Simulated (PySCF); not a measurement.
PySCF 2.14.0, PBE/def2-svp, df: Pd(H)2(dadMe) (C[N]1=CC=[N](C)->[PdH2]<-1), 17 atoms. The geometry is a generated start, not checked to be a minimum at this level.

| Quantity | Value |
|---|---|
| task | energy |
| method | pbe |
| basis | def2-svp |
| two-electron scheme | density fitting |
| mol.max_memory | 16000 MB |
| mf.max_cycle | 100 |
| mf.diis_space | 4 |
| mf.init_guess | minao (default) |
| mf.DIIS | CDIIS (default) |
| mf.conv_tol | 1e-09 (default) |
| mf.grids.level | 3 (default) |
| effective core potentials | those of the basis set, past Kr |
| basis functions | 165 |
| grid points | 204536 |

Hardware: Arm Neoverse V2, 96 cores on 1 socket, no SMT, 1 L3 cache group.

Run on 16 threads, 1 BLAS thread, it takes 7.0 s from launch to exit:

```bash
OMP_NUM_THREADS=16 OPENBLAS_NUM_THREADS=1 python -u run.py
```

From its output:

```
[INPUT] num. atoms = 17
[INPUT] num. electrons = 66
number of NR cGTOs = 165
basis = def2-svp
method = DFRKS
initial guess = minao
DIIS = <class 'pyscf.scf.diis.CDIIS'>
diis_space = 4
direct_scf = False
max_memory 16000 MB (current use 107 MB)
XC functionals = pbe
grids dens level: 3
tot grids = 204536
integrals held in memory: False
...
    CPU time for setting up grids      0.41 sec, wall time      0.21 sec
    CPU time for vxc      3.23 sec, wall time      0.23 sec
    CPU time for df-vj      0.51 sec, wall time      0.05 sec
init E= -385.036958523205
    CPU time for initialize scf      7.35 sec, wall time      0.72 sec
    CPU time for vxc      2.75 sec, wall time      0.19 sec
    CPU time for df-vj      0.45 sec, wall time      0.04 sec
cycle= 1 E= -393.606730848694  delta_E= -8.57  |g|= 2.31  |ddm|= 5.63
    CPU time for cycle= 1      3.21 sec, wall time      0.24 sec
    CPU time for vxc      2.75 sec, wall time      0.20 sec
    CPU time for df-vj      0.45 sec, wall time      0.04 sec
cycle= 2 E= -361.640937546337  delta_E=   32  |g|= 7.36  |ddm|= 39.4
    CPU time for cycle= 2      3.22 sec, wall time      0.24 sec
    CPU time for vxc      2.72 sec, wall time      0.19 sec
    CPU time for df-vj      0.45 sec, wall time      0.04 sec
cycle= 3 E= -394.736251152318  delta_E= -33.1  |g|= 1.34  |ddm|= 39.2
    CPU time for cycle= 3      3.19 sec, wall time      0.24 sec
    CPU time for vxc      2.76 sec, wall time      0.20 sec
    CPU time for df-vj      0.45 sec, wall time      0.04 sec
cycle= 4 E= -394.085813372096  delta_E= 0.65  |g|= 1.73  |ddm|= 3.46
...
    CPU time for df-vj      0.45 sec, wall time      0.04 sec
cycle= 20 E= -395.283599267412  delta_E= -2.52e-08  |g|= 5.29e-05  |ddm|= 0.000359
    CPU time for cycle= 20      3.23 sec, wall time      0.25 sec
    CPU time for vxc      2.76 sec, wall time      0.20 sec
    CPU time for df-vj      0.45 sec, wall time      0.04 sec
cycle= 21 E= -395.28359926763  delta_E= -2.18e-10  |g|= 4.69e-05  |ddm|= 7.57e-05
    CPU time for cycle= 21      3.22 sec, wall time      0.25 sec
    CPU time for vxc      2.76 sec, wall time      0.20 sec
    CPU time for df-vj      0.45 sec, wall time      0.04 sec
cycle= 22 E= -395.283599267082  delta_E= 5.47e-10  |g|= 6.06e-05  |ddm|= 0.000106
    CPU time for cycle= 22      3.22 sec, wall time      0.25 sec
    CPU time for vxc      2.75 sec, wall time      0.20 sec
    CPU time for df-vj      0.45 sec, wall time      0.04 sec
cycle= 23 E= -395.283599267988  delta_E= -9.05e-10  |g|= 2.94e-05  |ddm|= 7.77e-05
    CPU time for cycle= 23      3.22 sec, wall time      0.25 sec
    CPU time for vxc      2.76 sec, wall time      0.20 sec
    CPU time for df-vj      0.45 sec, wall time      0.04 sec
    CPU time for scf_cycle     84.63 sec, wall time      6.61 sec
    CPU time for SCF     84.63 sec, wall time      6.61 sec
converged SCF energy = -395.283599266767
SCF converged: True
wall of the SCF part: 6.610 s
```

Each time is the median wall time of two to five repeats, run one at a time on the otherwise empty machine; start-up is included. Unless noted, each process is bound to its own block of adjacent cores. Build: PyPI wheel: OpenMP (GNU), a bundled serial OpenBLAS 0.3.3 under its C layer, NumPy's threaded OpenBLAS held to generic ARMv8 kernels, libcint, Libxc. Other compilers and libraries give other times. Scratch files lie in a memory file system.

Question: Read the timing block: which change would cut the largest part, on the same cores and with the result kept within 1.0 meV/atom in energy?

Answer: The largest part is exchange-correlation on the grid (vxc), 72 % of the time. The log has 25 such calls, with about 14 cores busy by their CPU and wall times. One change that relieves it (others may too): going from mf.diis_space = 4 to mf.diis_space = 16, one of the fastest among the values tried that keep the result: 7.0 s to 5.0 s (1.4× as fast). The largest move is in exchange-correlation on the grid (vxc): 5.0 s to 3.4 s. The count of Fock builds goes from 25 to 17. SCF cycles go from 23 to 15. These two results differ by: energy under 0.001 meV/atom. Others tried: mf.diis_space = 8 (default) (5.3 s); mf.diis_space = 8 (default), mf.level_shift = 0.2 Hartree (6.0 s); mf.diis_space = 8 (default), mf.damp = 0.5, mf.diis_start_cycle = 5 (7.5 s); mf.diis_space = 8 (default), mf.DIIS = ADIIS (12 s); mf.diis_space = 8 (default), mf.level_shift = 0.5 Hartree (17 s). Repeats scatter by up to 24 %. 6 planned settings were not run, for want of time.
